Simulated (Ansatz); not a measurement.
**SrO: thickness series**

The parent structure is SrO in the rock salt structure (space group Fm-3m, No. 225; a = 5.160 Å). Axes: x, y, z lie along the cube axes.

Free-standing slabs (2 atom(s) a layer) normal to the z axis with 15 Å of vacuum; in-plane cell held at bulk.

Level of theory: r2SCAN, PAW, 500 eV (Ansatz, a program for electronic structure; no SOC).

Notes on the quantities. excess energy per area of both faces: slab less bulk energy over the cell's area: twice a surface energy.

```json
[
 {"case": "base", "thickness between the outermost nuclei": "–", "band gap": "3.80 eV", "excess energy per area of both faces": "–"},
 {"case": "1 layer", "thickness between the outermost nuclei": "–", "band gap": "2.23 eV", "excess energy per area of both faces": "–"},
 {"case": "2 layers", "thickness between the outermost nuclei": "2.52 Å", "band gap": "?", "excess energy per area of both faces": "?"},
 {"case": "3 layers", "thickness between the outermost nuclei": "5.10 Å", "band gap": "2.87 eV", "excess energy per area of both faces": "1.27 J/m²"},
 {"case": "4 layers", "thickness between the outermost nuclei": "7.68 Å", "band gap": "2.90 eV", "excess energy per area of both faces": "1.24 J/m²"},
 {"case": "5 layers", "thickness between the outermost nuclei": "10.26 Å", "band gap": "2.95 eV", "excess energy per area of both faces": "1.25 J/m²"},
 {"case": "6 layers", "thickness between the outermost nuclei": "12.84 Å", "band gap": "?", "excess energy per area of both faces": "1.25 J/m²"},
 {"case": "7 layers", "thickness between the outermost nuclei": "15.42 Å", "band gap": "?", "excess energy per area of both faces": "1.25 J/m²"}
]
```

**Question.** Fill in the withheld entries from the trend.

**Answer.** 
- 2 layers, band gap: 2.61 eV
- 2 layers, excess energy per area of both faces: 1.19 J/m²
- 6 layers, band gap: 2.96 eV
- 7 layers, band gap: 2.97 eV

Slab and bulk use different k-meshes, which limits the precision of the excess energy. No phonon test of stability was made.
